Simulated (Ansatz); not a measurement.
The parent structure is Li in the bcc (W type) structure (space group Im-3m, No. 229; a = 3.4763 Å).

Calculations: plane-wave PAW DFT at the r2SCAN level (Ansatz, a first-principles code, 500 eV), scalar-relativistic without spin-orbit coupling, earlier PAW set.

For the base:

Lattice parameter a: 3.476 Å

It is then changed as follows: every Li is replaced by Mg; the structure is relaxed again.

Tabulated Pauling electronegativity and covalent radius: Li 0.98, 1.28 Å; Mg 1.31, 1.41 Å.

### Question
Predict the new lattice parameter a.

### Answer
The lattice parameter a grows by 0.084 Å (3.476 Å → 3.560 Å).

Whether these cells are dynamically stable was not tested. For Mg in this form, whether it has been made was not checked. This is not the structure that Mg has at room temperature and ambient pressure.
